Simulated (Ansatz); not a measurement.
Bond-angle distributions (per cent of the angles at each element, bins of 10°) of a relaxed model of amorphous Ga₄₈O₇₀ at 4.72 g/cm³. Level of theory: PBE, scalar-relativistic without spin-orbit coupling (plane waves to 420 eV, PAW; Ansatz, a quantum-chemistry and plane-wave program). The usual formal charges leave 4 electrons over, so the level spacing at the Fermi energy parts defect or band states and needn't be the band gap.

A CHGNet melt-quench gave the starting glass, which DFT then relaxed. O atoms were pushed apart under 1.9 Å during the dynamics, to hinder bonds among them. The hot cell started wider than the set density and was brought back towards it in steps. It is the lowest in DFT energy of 4 quenches. It is a model cell: composition and starting density were chosen by hand, and all elements were melted together. No dispersion term was used. Its density started from a set value of 4.62 and ended at 4.72 g/cm³. The quench (nominally 180 K/ps over its main leg) was far faster than any real one, so the model tends to hold more defects than a real film. Values belong to this one cell and scatter from quench to quench. The volume was free in the relaxation, at fixed shape. Stress components on the final sampling reach 1.5 GPa. On a 2×2×2 Γ-centred mesh force components of up to 0.14 eV/Å stay, since the relaxation ran on the zone centre alone.

Cut-offs for bonds: Ga-Ga 2.68 Å, Ga-O 2.54 Å, O-O 1.58 Å. Two cations that share two anions don't count as bonded, nor two that share one unless they lie closer than Ga-Ga 2.61 Å.

```json
[
 {"angle (°)": "50-60", "at Ga": "0", "at O": "0"},
 {"angle (°)": "60-70", "at Ga": "0", "at O": "0"},
 {"angle (°)": "70-80", "at Ga": "4", "at O": "0"},
 {"angle (°)": "80-90", "at Ga": "15", "at O": "6"},
 {"angle (°)": "90-100", "at Ga": "19", "at O": "13"},
 {"angle (°)": "100-110", "at Ga": "20", "at O": "16"},
 {"angle (°)": "110-120", "at Ga": "21", "at O": "25"},
 {"angle (°)": "120-130", "at Ga": "9", "at O": "25"},
 {"angle (°)": "130-140", "at Ga": "4", "at O": "13"},
 {"angle (°)": "140-150", "at Ga": "1", "at O": "2"},
 {"angle (°)": "150-160", "at Ga": "1", "at O": "1"},
 {"angle (°)": "160-170", "at Ga": "3", "at O": "0"},
 {"angle (°)": "170-180", "at Ga": "1", "at O": "0"}
]
```

They go with these counts of neighbours within the cut-offs, cation contacts included: Ga mean 4.4, most often 4; O mean 3.0, most often 3.
